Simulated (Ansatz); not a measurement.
Take Pt in the fcc (Cu type) structure (space group Fm-3m, No. 225; relaxed with 0.1 eV smearing) as the base.

```yaml
crystal:
  lattice:
    - [0.00000, 1.95989, 1.95989]
    - [1.95989, 0.00000, 1.95989]
    - [1.95989, 1.95989, 0.00000]
  atoms:
    - { symbol: Pt, position: [0.00000, 0.00000, 0.00000] }
```

Level of theory: Ansatz (a quantum-chemistry and plane-wave program) PBEsol, spin-orbit coupling left out.

Strains are applied to the cell and any free atomic positions relax.

One change was made to it. Results:

The energy increases by 3.0 meV/atom; the pressure goes from zero to -4.1 GPa; the band gap stays zero.

What was done to the base?
(A) isotropic strain +2.50 %
(B) isotropic strain −2.50 %
(C) isotropic strain +0.50 %
(D) isotropic strain −1.00 %

C, isotropic strain +0.50 %. For comparison, the energy relative to the base in the other runs: isotropic strain +2.50 % gives +68 meV/atom; isotropic strain −2.50 % gives +84 meV/atom; isotropic strain −1.00 % gives +13 meV/atom.

Whether these cells are dynamically stable was not tested. All final runs are without spin polarisation. Pt lies near a magnetic instability that expansion can trigger; it was not tested.
